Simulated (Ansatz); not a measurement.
# Effect of Co vacancy, symmetric start on CoSi2

The reference is a 12-atom supercell of CoSi₂ (space group Fm-3m, No. 225; a = 5.312 Å; non-magnetic) at its relaxed geometry.

The change: one Co atom is removed, atoms relaxed at fixed cell.

Level of theory: Ansatz (a quantum-chemistry and plane-wave program), PBEsol, PAW, cutoff 420 eV, no spin-orbit coupling. Settings: 7×7×7 k-points, 0.05 eV Fermi–Dirac smearing.

```csv
quantity,base,changed,shift
pressure,0.1 GPa,-4.7 GPa,-4.8 GPa
largest displacement of a host atom from its site in the perfect cell,–,0.03 Å,–
mean distance from the defect site to its nearest host atoms,2.30 Å,2.27 Å,-0.03 Å
```

The magnetic state is the one reached from the starting moments; the real material's order can differ, and small cells can't hold many antiferromagnetic ones. In so small a cell the defect repeats every few ångströms: this is an ordered compound, not a dilute defect. The defect started on the symmetric site and kept its symmetry, so it may sit on a saddle. Seeded moments were not kept for Co vacancy and the base. Spin-polarised in the final run: Co vacancy; the other runs are not. An odd electron count without spin: CoSi2. The defect cell is spin-polarised and ends with 0.0 μB.
